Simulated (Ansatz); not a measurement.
Start from Be$_{3}$P$_{2}$ (space group P-3m1, No. 164; a = 3.493 Å, c = 5.732 Å; a hypothetical phase, not in the database extracts checked). Axes: x lies along a and z along c of the hexagonal cell.

Computed with Ansatz (an electronic-structure program), PBE, PAW, cutoff 420 eV, no spin-orbit coupling.

Base values:

| Item | Value |
|---|---|
| Pressure | 0.0 GPa |
| Volume per atom | 12.11 Å³ |
| Band gap | zero |

Perturbation: tensile biaxial strain of 4.41 % in the plane normal to [001], as in epitaxy on a mismatched substrate; the out-of-plane cell vector and the atoms relax.

### Question
Estimate the effect on the pressure.

### Answer
The pressure (mean of the normal stresses, compression positive) goes from zero to -6.3 GPa.

### Question
What happens to the volume per atom?

### Answer
The volume per atom rises by 0.95 Å³, from 12.11 Å³ to 13.06 Å³.

### Question
What happens to the band gap?

### Answer
The band gap is still zero.

Without a gap, meshes like the base's 15×15×8 leave anisotropic stresses uncertain by several tenths of a GPa, and small strain energies with them. No phonon test of stability was made. All final runs are without spin polarisation. The zero or small gap of Be3P2 can change with the level of theory.
